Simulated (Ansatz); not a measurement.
**Response to strain in WC**

Base system: WC (space group P-6m2, No. 187; a = 2.9226 Å, c = 2.8464 Å; relaxed with 0.1 eV smearing).

Strains are applied to the cell and any free atomic positions relax.

Computed with DFT with PBE, PAW potentials and a 420 eV plane-wave cutoff in Ansatz (an electronic-structure program), no spin-orbit coupling, earlier PAW set.

Notes on the quantities. pressure: mean of the normal stresses, compression positive.

```
isotropic strain (%)  pressure (GPa)
--------------------  --------------
-0.59                            7.1
-0.52                              ?
0                                0.0
2.58                           -25.1
5.47                           -43.7
```

Task: Fit P = P₀ − Bδ + Cδ² with δ = (1 + ε)³ − 1 to the rows shown and predict the withheld row.

Result: Least squares on the printed values gives P₀ = 0.2 GPa, B = 375 GPa (at held cell shape), C = 701 GPa (largest residual 0.2 GPa); this predicts 6.1 GPa, and the run gives 6.3 GPa, 0.2 higher.

Stability against distortions was not tested. All final runs are without spin polarisation.
